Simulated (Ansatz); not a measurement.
## Nb, response to strain

Take Nb in the bcc (W type) structure (space group Im-3m, No. 229; a = 3.273 Å; relaxed with 0.1 eV smearing) as the base. Axes: x, y, z lie along the cube axes.

Strains are applied to the cell and any free atomic positions relax; under biaxial strain the out-of-plane vector relaxes too.

Levels (all Ansatz, an electronic-structure program, PAW, earlier PAW set): PBEsol (420 eV, no SOC); PBEsol+SOC (420 eV, spin-orbit coupling included).

Pressures by level, all at the geometries relaxed with PBEsol:

| case | PBEsol | PBEsol+SOC |
|---|---|---|
| base | 0.0 GPa | 0.0 GPa |
| biaxial strain −2.34 %, plane normal [111], relaxed out of plane | 1.6 GPa | 1.6 GPa |
| isotropic strain −3.69 % | 25.0 GPa | 25.1 GPa |
| isotropic strain −1.37 % | 8.1 GPa | 8.1 GPa |
| tensor shear ε_yz = +0.93 % | 0.0 GPa | 0.0 GPa |

Single points use the geometry relaxed with PBEsol. Differences between runs with and without spin-orbit coupling are approximate. No phonon test of stability was made. The base started in P-1 and relaxed to Im-3m at this level. The runs without spin-orbit coupling are not spin-polarised.
